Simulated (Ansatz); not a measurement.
A computed series for C: pressure series

Consider C in the diamond structure (space group Fd-3m, No. 227; a = 3.5716 Å).

Cell and atoms are relaxed at each pressure.

Level of theory: PBE in Ansatz (plane waves to 420 eV, PAW, no spin-orbit coupling), earlier PAW set.

Candidates:
(a) pressure 1.5 GPa
(b) pressure 5 GPa
(c) pressure −1 GPa

Base values:

The width of the top valence band is 8.29 eV.

### Question
Order them by width of the top valence band, lowest first.

### Answer
(c) pressure −1 GPa (8.27 eV), (a) pressure 1.5 GPa (8.32 eV), (b) pressure 5 GPa (8.39 eV)

The levels and masses belong to the bands next to the band gap. Load acts through the strain it causes; cell and atoms are relaxed under it. Stability against distortions was not tested. Competing high-pressure phases were not computed.

Ansatz is a program for electronic structure.
